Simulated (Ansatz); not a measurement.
## HfO2: response to strain

Start from HfO₂ in the fluorite structure (space group Fm-3m, No. 225; a = 5.0585 Å). Axes: x, y, z lie along the cube axes.

Strains are applied to the cell and any free atomic positions relax; under biaxial strain the out-of-plane vector relaxes too.

Level of theory: r2SCAN/PAW in Ansatz (a program for electronic structure), spin-orbit coupling left out.

Notes on the quantities. pressure: mean of the normal stresses, compression positive; energy relative to the base: free energy F.

```json
[
 {"variant": "base", "space group": "Fm-3m (No. 225)", "gap character": "direct at X", "pressure": "0.00 GPa", "energy relative to the base": "0 meV/atom", "volume per atom": "10.79 Å³"},
 {"variant": "biaxial strain −0.55 %, plane normal [001], relaxed out of plane", "space group": "I4/mmm (No. 139)", "gap character": "direct at X", "pressure": "2.50 GPa", "energy relative to the base": "___", "volume per atom": "10.69 Å³"},
 {"variant": "biaxial strain +1.57 %, plane normal [001], relaxed out of plane", "space group": "I4/mmm (No. 139)", "gap character": "direct at M", "pressure": "___", "energy relative to the base": "+11 meV/atom", "volume per atom": "11.07 Å³"},
 {"variant": "isotropic strain −1.37 %", "space group": "Fm-3m (No. 225)", "gap character": "direct at X", "pressure": "12.22 GPa", "energy relative to the base": "+16 meV/atom", "volume per atom": "10.35 Å³"},
 {"variant": "isotropic strain −0.69 %", "space group": "Fm-3m (No. 225)", "gap character": "direct at X", "pressure": "5.88 GPa", "energy relative to the base": "+4.0 meV/atom", "volume per atom": "10.56 Å³"},
 {"variant": "isotropic strain +0.81 %", "space group": "Fm-3m (No. 225)", "gap character": "direct at X", "pressure": "-6.23 GPa", "energy relative to the base": "+5.2 meV/atom", "volume per atom": "11.05 Å³"},
 {"variant": "isotropic strain +5.35 %", "space group": "Fm-3m (No. 225)", "gap character": "direct at X", "pressure": "-30.51 GPa", "energy relative to the base": "+199 meV/atom", "volume per atom": "12.61 Å³"},
 {"variant": "uniaxial strain ε_xx = −4.68 %", "space group": "I4/mmm (No. 139)", "gap character": "indirect, M → Γ", "pressure": "14.45 GPa", "energy relative to the base": "+47 meV/atom", "volume per atom": "10.28 Å³"},
 {"variant": "uniaxial strain ε_zz = +4.03 %", "space group": "I4/mmm (No. 139)", "gap character": "indirect, X → Γ", "pressure": "-9.79 GPa", "energy relative to the base": "+31 meV/atom", "volume per atom": "11.22 Å³"},
 {"variant": "tensor shear ε_xz = +3.77 %", "space group": "Immm (No. 71)", "gap character": "direct at X", "pressure": "0.85 GPa", "energy relative to the base": "+15 meV/atom", "volume per atom": "10.77 Å³"}
]
```

What belongs in the blanks?


- biaxial strain −0.55 %, plane normal [001], relaxed out of plane, energy relative to the base: +1.4 meV/atom
- biaxial strain +1.57 %, plane normal [001], relaxed out of plane, pressure: -6.62 GPa

Spin-orbit coupling, missing from the scalar runs, can matter with Hf. Stability against distortions was not tested. This is not the structure that HfO2 has at room temperature and ambient pressure. k-point labels follow each cell's own Brillouin zone.
